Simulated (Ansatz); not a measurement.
**A computed series for AlP: pressure series**

Take AlP in the zinc blende structure (space group F-43m, No. 216; a = 5.507 Å) as the base.

Cell and atoms are relaxed at each pressure.

Calculations: PBE/PAW in Ansatz (an electronic-structure program), no spin-orbit coupling, earlier PAW set.

```json
[
 {"change": "base", "electron mass": "0.81 mₑ along k, 0.25 mₑ across (at X)", "lattice parameter a": "5.507 Å", "smallest direct gap": "3.09 eV", "band gap": "1.63 eV"},
 {"change": "pressure −2 GPa", "electron mass": "0.84 mₑ along k, 0.26 mₑ across (at X)", "lattice parameter a": "5.554 Å", "smallest direct gap": "2.87 eV", "band gap": "1.68 eV"},
 {"change": "pressure −1 GPa", "electron mass": "0.82 mₑ along k, 0.25 mₑ across (at X)", "lattice parameter a": "5.530 Å", "smallest direct gap": "2.98 eV", "band gap": "1.65 eV"},
 {"change": "pressure 0.9 GPa", "electron mass": "0.80 mₑ along k, 0.25 mₑ across (at X)", "lattice parameter a": "5.488 Å", "smallest direct gap": "3.18 eV", "band gap": "1.61 eV"},
 {"change": "pressure 2.1 GPa", "electron mass": "0.79 mₑ along k, 0.25 mₑ across (at X)", "lattice parameter a": "5.463 Å", "smallest direct gap": "3.29 eV", "band gap": "1.59 eV"},
 {"change": "pressure 4.5 GPa", "electron mass": "0.79 mₑ along k, 0.25 mₑ across (at X)", "lattice parameter a": "5.418 Å", "smallest direct gap": "3.51 eV", "band gap": "1.53 eV"},
 {"change": "pressure 9 GPa", "electron mass": "0.74 mₑ along k, 0.24 mₑ across (at X)", "lattice parameter a": "5.344 Å", "smallest direct gap": "3.68 eV", "band gap": "1.45 eV"},
 {"change": "pressure 15 GPa", "electron mass": "0.71 mₑ along k, 0.23 mₑ across (at X)", "lattice parameter a": "5.262 Å", "smallest direct gap": "3.67 eV", "band gap": "1.34 eV"},
 {"change": "pressure 22.5 GPa", "electron mass": "0.69 mₑ along k, 0.23 mₑ across (at X)", "lattice parameter a": "5.176 Å", "smallest direct gap": "3.66 eV", "band gap": "1.21 eV"},
 {"change": "pressure 30 GPa", "electron mass": "0.67 mₑ along k, 0.22 mₑ across (at X)", "lattice parameter a": "5.104 Å", "smallest direct gap": "3.64 eV", "band gap": "1.10 eV"}
]
```

Load acts through the strain it causes; cell and atoms are relaxed under it. Effective masses come from finite differences of ±0.01 Å⁻¹. Along k means along the line from Γ to the band edge. Whether these cells are dynamically stable was not tested. Measured, AlP leaves this structure (for the NiAs type) near 14.2 GPa (temperature not stated; as listed in Datta, Sujoy, Jana, Debnarayan, arXiv (2020)), on rising pressure, with hysteresis.
